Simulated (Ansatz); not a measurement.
Input:

```yaml
crystal:
  lattice:
    - [3.14325, 0.00000, 0.00000]
    - [0.00000, 3.14325, 0.00000]
    - [1.57162, -1.57162, 3.97255]
  atoms:
    - { symbol: Mo, position: [0.00000, 0.00000, 0.00000] }
    - { symbol: Si, position: [0.66530, 0.33470, 0.66939] }
    - { symbol: Si, position: [0.33470, 0.66530, 0.33061] }
```

No spin polarisation.

Level of theory: Ansatz (a program for electronic structure), PBE, PAW, cutoff 420 eV, no spin-orbit coupling. k-mesh 20×20×20 (Γ-centred); smearing 0.05 eV (Fermi–Dirac).

Q: What pressure (mean of the normal stresses, compression positive) does the calculation give?

A: 7.9 GPa.

Q: Estimate the band gap.

A: Zero.

Q: What is the computed space group?

A: I4/mmm (No. 139).

The cells carry an imposed strain or load. Stability against distortions was not tested. All final runs are without spin polarisation. The cell was made from MoSi₂ (space group I4/mmm, No. 139) by this change: biaxial strain −2.29 %, plane normal [001], relaxed out of plane.
